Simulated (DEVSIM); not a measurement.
System: InP/In0.53Ga0.47As n-p heterojunction, at 350 K.

Layer 1 from the left is InP, thickness (μm) 0.350, Nd (cm⁻³) 8.6e16, τn (s) 8.7e-10, τp (s) 8.7e-10. Layer 2 from the left is In0.53Ga0.47As, thickness (μm) 0.0260, Na (cm⁻³) 1.3e18, τn (s) 8.7e-10, τp (s) 8.7e-10.

Left contact: ohmic. Right contact: ohmic. Voltage is applied to the left contact. Recombination: SRH at mid-gap. Mobility is constant in doping.

Constants are typed, rounded textbook-type inputs, not results; the design itself was drawn at random and stands for no fabricated device. Values at 300 K; Nc and Nv go as T^1.5, mobilities as T to minus their exponent, the gap by Varshni's rule with the affinity fixed.

InP: gap (eV) 1.344, affinity (eV) 4.38, permittivity 12.5, Nc (cm⁻³) 5.7e17, Nv (cm⁻³) 1.1e19, μn (cm²/Vs) 5200, μp (cm²/Vs) 170, T exponent of μn 2, T exponent of μp 2, Varshni α (eV/K) 0.000363, Varshni β (K) 162. In0.53Ga0.47As: gap (eV) 0.74, affinity (eV) 4.51, permittivity 13.9, Nc (cm⁻³) 2.1e17, Nv (cm⁻³) 7.7e18, μn (cm²/Vs) 12000, μp (cm²/Vs) 300, T exponent of μn 1.6, T exponent of μp 1.6, Varshni α (eV/K) 0.00035, Varshni β (K) 190.

DEVSIM, 1D drift-diffusion, Boltzmann statistics, complete ionisation; no tunnelling, impact ionisation, image-force lowering or self-heating. Band offsets follow the typed affinities; no thermionic-emission limit at abrupt steps, no polarisation charge.

**Question.** What does the simulation give for the potential step across the device at zero bias, the dark forward voltage at 100 A/cm²?

**Answer.** potential step across the device at zero bias 0.730 V; dark forward voltage at 100 A/cm² 0.379 V.
